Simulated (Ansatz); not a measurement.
Base system: Cu$_{3}$Au in the Cu3Au type structure (space group Pm-3m, No. 221; a = 3.713 Å).

Calculations: PBEsol in Ansatz (plane waves to 420 eV, PAW, no spin-orbit coupling).

Before the change:

- Band gap = zero
- Volume per atom = 12.80 Å³

The change: a hydrostatic pressure of 100 GPa.

Problem. What does the calculation give for the band gap after the change?

Solution. The band gap remains zero.

Problem. Predict the new volume per atom.

Solution. The volume per atom shrinks by 3.16 Å³, from 12.80 Å³ to 9.64 Å³.

Load acts through the strain it causes; cell and atoms are relaxed under it. Whether these cells are dynamically stable was not tested. No other phases were tried under pressure. The final runs are not spin-polarised.

Ansatz is a program for electronic structure.
